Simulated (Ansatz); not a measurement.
## C: transverse stress against strain

C (diamond, Fd-3m, 5.641 Å³/atom at rest, cube axes along x, y and z) under a strain ε along a cube axis (axis z), the other axes held. r2SCAN in Ansatz, a plane-wave DFT program (PAW, default set), 500 eV, 16×16×16 Γ-centred mesh, Fermi-Dirac smearing 0.05 eV; ions are relaxed within the symmetry of each cell. Stress is positive for a compressed cell.

Here s stands for strain and y for stress xx.

```csv
strain (%),stress xx (GPa)
-3.00,?
-1.50,2.02
-1.00,1.30
-0.50,0.63
0.00,0.01
0.50,-0.57
1.00,-1.11
1.50,-1.60
```

Taking a straight line for y over the 7 complete rows: Means: s 0, y 0.097. About the means, the sum of products is -8.4400 and the sum of squares of s is 7.0000; the slope is their ratio. Least squares gives y = 0.097 - 1.2057·s. Residuals (row less fit): 0.114, -0.003, -0.070, -0.087, -0.064, -0.001, 0.112; standard error 0.092 (degrees of freedom: 5). The slope gives the elastic constant C12 = 121 ± 3 GPa.

Estimate the missing y (s = -3.00); what did the run itself give?

y = 0.097 - 1.2057 × (-3.0) = 3.714 GPa. The calculation gives 4.47 GPa, 0.756 GPa above the prediction (12.5 % of the range of y in the table). The row lies outside the fitted rows, so this is an extrapolation. From the scatter of the fitted rows alone, a prediction at this place has a standard error of 0.143 GPa, so the miss is 5.3 times that.

One order more, fitted to all 13 runs of the series, follows each within 0.01, so the miss is the next term of a smooth law. Rows are the converged runs of the series near zero and its far end; series whose fitted rows scatter by over a few per cent of the range, as at a crossing or softening among them, aren't shown in this form. Most that stay on the fit to the last digits aren't either.
